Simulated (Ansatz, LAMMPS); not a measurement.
# Random Si-Ge alloy, 5x5x5 cubic cells, lattice parameter by Vegard's rule

Cell 27.72 × 27.72 × 27.72 Å, Si743Ge257, 1000 atoms. Prepared with Tersoff's 1989 multicomponent potential (SiCGe.tersoff) (LAMMPS): minimisation. 

Level of theory: PBE, support functions at accuracy medium on the grid of 370 eV (norm-conserving potentials; Ansatz, an electronic-structure program).

Basis: localised support functions (accuracy medium) on a full density matrix. k-points: zone centre alone; occupations: Fermi-Dirac, 0.020 eV; spin polarisation not allowed. No spin-orbit coupling.

- energy over the perfect crystal(s), per atom = 15 meV/atom
- Kohn-Sham gap of the cell on its k-mesh = 0.57 eV
- coordination (neighbours within 2.850 Å) = 100.0 % 4-fold
- Ge-Ge bonds, mean ± spread = 2.469 ± 0.007 Å
- Ge-Si bonds, mean ± spread = 2.423 ± 0.007 Å
- Si-Si bonds, mean ± spread = 2.378 ± 0.008 Å
- bond angles, mean ± spread = 109.5° ± 1.1°
- pressure = -0.44 GPa
- cost of the final run = very roughly 60 core-minutes, 14 SCF iterations, 20 GiB
